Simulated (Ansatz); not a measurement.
Consider AlRu in the CsCl type structure (space group Pm-3m, No. 221; a = 2.955 Å; relaxed with 0.1 eV smearing). Axes: x, y, z lie along the cube axes.

All numbers come from DFT with LDA, PAW potentials and a 420 eV plane-wave cutoff in Ansatz (a program for electronic structure), no SOC.

Modification: the cell is compressed by 1.50 % along z with no lateral relaxation, atoms relaxed at fixed cell.

Problem. Predict the stress tensor and what it implies for the stiffness.

Solution. Stress of the strained cell less that of the base (GPa, compression positive):
```
    2.6     0.0     0.0
    0.0     2.6     0.0
    0.0     0.0     5.6
```

Then −Δσ_ii/ε with ε = -0.0150 gives secant stiffness values (nonlinear terms included at this strain): C33 ≈ 376 GPa, C13 ≈ 176 GPa and C23 ≈ 176 GPa.

Whether these cells are dynamically stable was not tested. The final runs are not spin-polarised.
